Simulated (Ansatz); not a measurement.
# Phonon-limited transport in OsAl (Pm-3m)

Here is the system:

```
AlOs
1.0
    2.99280     0.00000     0.00000
    0.00000     2.99280     0.00000
    0.00000     0.00000     2.99281
Al Os
1 1
Direct
  0.50000   0.50000   0.50000
  0.00000   0.00000   0.00000
```

Computed with PBEsol, DFPT electron-phonon coupling, linearised Boltzmann equation (plane waves, PAW, scalar-relativistic; Ansatz, a program for electronic structure). Cell: relaxed with this functional, without spin-orbit coupling.

```yaml
resistivity at 300 K: 6.6 μΩ·cm
resistivity at 77 K: 1.08 μΩ·cm
electron mean free path at 300 K (weighted by the current that each state carries): 9.1 nm
electron-phonon coupling λ: 0.43
transport coupling λ_tr: 0.42
logarithmic_mean_phonon_energy: 14.5 meV
density of states at the Fermi level: 0.64 states/(eV·spin·cell)
drude_plasma_energy: 8.4 eV
Hall coefficient at 300 K: 11.7 ×10⁻¹¹ m³/C
Tc for μ* = 0.10 (anisotropic Eliashberg): 1.10 K
Tc for μ* = 0.13 (anisotropic Eliashberg): below 1 K
```

A metal at this level (no band gap). Only scattering by harmonic phonons is included (no impurities, grain boundaries, electron-electron scattering or thermal expansion). Spin-orbit coupling is left out, which matters with elements this heavy. Halving the electron mesh (28x28x28) moves the resistivity by up to 7 % at 300 K, the mean free path by up to 4 %, the coupling by up to 1 %. Smearing 0.20 eV; phonons on a 5x5x5 q mesh, which this run doesn't test and which matters most at low temperature. Tc comes from the anisotropic Migdal-Eliashberg equations with μ*, a chosen number, referred to 19.0 meV.

Computed structure with no diffraction record at hand here (it may be known, metastable or hypothetical): OsAl (Pm-3m).
